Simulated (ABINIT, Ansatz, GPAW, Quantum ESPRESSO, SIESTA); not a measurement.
## Mo3Si (Pm-3n, 8 atoms in the cell) computed with different codes at matched settings

Self-consistent single point, at a second geometry (lattice scaled by 0.98). First geometry:

```
Mo3Si
1.0
    4.93890     0.00000     0.00000
    0.00000     4.93890     0.00000
    0.00000     0.00000     4.93890
Si Mo
2 6
Direct
  0.50000   0.50000   0.50000
  0.00000   0.00000   0.00000
  0.25000   0.00000   0.50000
  0.50000   0.25000   0.00000
  0.50000   0.75000   0.00000
  0.75000   0.00000   0.50000
  0.00000   0.50000   0.75000
  0.00000   0.50000   0.25000
```

Shared settings, as Ansatz (an electronic-structure program) writes them: kpoints.mp_grid.grid = 5 5 5; scf.occupations.method = gaussian; scf.occupations.width = 0.0147 Ry. Potentials and cutoffs stand in the table.

| code | model | ΔF from the first geometry (meV/atom) | pressure (GPa) | cutoff |
|---|---|---|---|---|
| Quantum ESPRESSO | PBE, GBRV 1.5 ultrasoft (PBE) pseudopotentials | 10.2 | 9.88 | 40 Ry |
| SIESTA | GGA PBE, numerical atomic orbitals TZP, PseudoDojo PBE standard norm-conserving potentials (rewritten from UPF to PSML) | 18.3 | 11.74 | grid 300 Ry |
| ABINIT | PBE, norm-conserving pseudopotentials (PseudoDojo nc-sr-05 PBE standard) | 13.6 | 10.68 | 1088 eV |
| GPAW | PBE, GPAW PAW datasets PBE (gpaw-data 1.0.1) | 11.9 | 10.28 | 600 eV |
| Ansatz | PBE, PAW files | 12.2 | 10.42 | 30.9 Ry |

On Ansatz's run: spin polarisation is off.

The spread over the programs that give each value: ΔF from the first geometry within 8.1 meV/atom; pressure within 1.86 GPa.

SIESTA uses small atom-centred bases, whose incompleteness enters pressures, forces and empty levels differently from a plane-wave cutoff. Ansatz's pressure is given at a fixed set of plane waves, as the other plane-wave codes print theirs; with its correction for the finite basis it is 10.45 GPa. In the pressure, SIESTA (by 1.39) lies more than 1 GPa from the median of the plane-wave programs.

The starting cell has typed, rounded lattice constants, without a prior relaxation at this level. Its lattice was rescaled by a random factor within 2.5 % of one. For this run, on top of that: lattice scaled by 0.98.

Left out of this page: Elk and FLEUR (not drawn, or without a comparable value).

Keys are those of Ansatz 0.2.
